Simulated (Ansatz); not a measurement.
## Surface dipole against coverage: Na on fcc Pd (100)

One Na atom in each cell of a four-layer slab of fcc Pd (100), started at a fourfold hollow site; the adatom and the upper two layers relax, with a dipole correction. Δφ is the change of the top face's work function against the clean slab's 5.07 eV. By the Helmholtz relation an adatom's dipole is μ = |Δφ|/(0.377 eV × n) in debye, for n adatoms per nm². In Topping's model neighbouring dipoles depolarise each other, so that 1/μ = (1 + 9α·n^(3/2))/μ0 is a line in x = n^(3/2). Method: PBE (plane waves to 420 eV, PAW; Ansatz, a quantum-chemistry and plane-wave program). All cells sample the k points of the 1×1 cell's 12×12×1 mesh, with Fermi-Dirac smearing of 0.1 eV (energies taken to zero smearing), without spin polarisation or spin-orbit coupling.

```
cell  x (nm⁻³)  1/μ (1/D)  n (nm⁻²)  Δφ (eV)
----  --------  ---------  --------  -------
4×3       1.11      0.315      1.07    -1.28
3×3       1.71      0.328      1.43    -1.64
4×2       2.04      0.351      1.61    -1.73
3×2       3.13      0.371      2.14    -2.17
2×2       5.75          ?      3.21        ?
```

Problem. Fit 1/μ against x with a straight line, and predict the withheld value at x = 5.75.

Solution. With u = x - 2.0, the rows have u = -0.8900, -0.2900, 0.0400, 1.1300. Means: u -0.0025000, 1/μ 0.3412. About the means, the sum of products is 0.061212 and the sum of squares of u is 2.1547; the slope is their ratio. Least squares gives 1/μ = 0.3413 + 0.02841·u. Residuals (row less fit): -0.0010, -0.0051, 0.0086, -0.0024; standard error 0.0073 (degrees of freedom: 2). At x = 0 the line gives 1/μ0 = 0.284, so a lone adatom carries about 3.5 D, its positive end outward; slope over intercept is 9α, which puts α at roughly 11 Å³, a figure that hangs on Δφ's last digit. At the withheld row, u = 3.7500, so 1/μ = 0.3413 + 0.02841 × 3.7500 = 0.4478 1/D. The calculation gives 0.430 1/D, 0.0178 1/D below the prediction (15.5 % of the range of 1/μ in the table). The row lies outside the fitted rows, so this is an extrapolation.

The model takes a square or triangular net of point dipoles; the 4×2, 3×2 and 4×3 nets are stretched, and dense layers bond among themselves. Only series are tabulated where Δφ keeps its sign and exceeds 0.12 eV, and the fitted rows scatter about the line by under a tenth of the table's range (standard error).

As a change of work function, the prediction is 0.377 × 3.21/0.448 = 2.70 eV in size, against 2.81 eV from the run.

Each row is one calculation, so residuals can be the form's limits or numerical noise.
